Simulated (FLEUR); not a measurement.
## Equation of state of zinc-blende GaP (space group 216): energy against volume (FLEUR, LDA)

```
GaP
1.0
    0.00000     2.61902     2.61902
    2.61902     0.00000     2.61902
    2.61902     2.61902     0.00000
Ga P
1 1
Cartesian
  0.00000   0.00000   0.00000
  3.92852   3.92852   3.92852
```

Method: LDA (Vosko-Wilk-Nusair), all-electron FLAPW (FLEUR), scalar-relativistic valence in FLEUR. Settings: Kmax = 4.79 1/bohr; GmaxXC = 19.2 1/bohr; xcFunctional = vwn; jspins = 1; l_soc = F; mode = hist; fermiSmearingEnergy = 0.00036749 Htr; mesh (inpgen div1-3) = 11 11 11; inpgen gamma flag = false; Gmax = 19.2 1/bohr; numbands = 0; maxIterBroyd = 99; imix = Anderson; alpha = 0.05; precondParam = 0; minDistance = 1e-05 me/bohr^3. The cell above is the first row's. The rows scale it uniformly. In all rows fractional positions and the k mesh are held. E is the free energy at the stated smearing, counted from the lowest row.

```
V (Å^3/atom)  E (meV/atom)
------------  ------------
17.964               47.27
18.355               26.69
18.746               12.37
19.136                3.67
19.527                0.00
19.917                0.85
20.308                5.75
20.698               14.28
21.089                   ?
```

**Question.** Using the third-order Birch-Murnaghan form, a cubic in V^(-2/3), estimate the missing E at V = 21.089 from the other rows, showing the fit.

**Answer.** With u = V^(-2/3) - 0.139, the rows have u = 0.006791, 0.004713, 0.002708, 0.000776, -0.001096, -0.002902, -0.004655, -0.006348. Least squares gives E = 1.590 + 2175.19·u + 663718·u² + 962669·u³. Residuals (row less fit): -0.002, 0.005, 0.003, -0.008, -0.002, 0.006, 0.000, -0.002; standard error 0.006 (degrees of freedom: 4). Its minimum lies at u = -0.001645, so V0 = (0.137355)^(-3/2) = 19.64. There d²E/du² = 1318000 and d³E/du³ = 5776000, so B0 = (4/9) × 19.64^(-7/3) × 1318000 × 0.160218 = 90.1 GPa (the last factor turns the table's units into GPa), and B0' = 4 + (2/3) × 0.137355 × (5776000)/1318000 = 4.4. At the withheld row, u = -0.007993, so E = 1.590 + 2175.19 × (-0.007993) + 663718 × (-0.007993)² + 962669 × (-0.007993)³ = 26.116 meV/atom. The calculation gives 26.06 meV/atom, 0.056 meV/atom below the prediction (0.1 % of the range of E in the table). The row lies outside the fitted rows, so this is an extrapolation. From the scatter of the fitted rows alone, a prediction at this place has a standard error of 0.015 meV/atom, so the miss is 3.8 times that.

Carrying the step between the two nearest rows on in a straight line would have given 22.83, off by 3.23; series whose last step already gives the withheld value aren't shown. The scan was laid around a cell of about the measured size, scaled by a guess for this functional. The runs keep the symmetry of the cell, so they don't test it for distortions. Values depend on the basis (sphere radii, cutoffs, local orbitals), which need not be converged. Cutoffs and mesh are single choices, not tested for convergence of this quantity. Series with a scatter that would blur these digits, or in which a gap closes, are not shown. Nor are scans whose minimum lies at an end fitted in this form.

Terms beyond the fitted order, or numerical noise in single rows, can give a miss of this size; the table doesn't tell which.
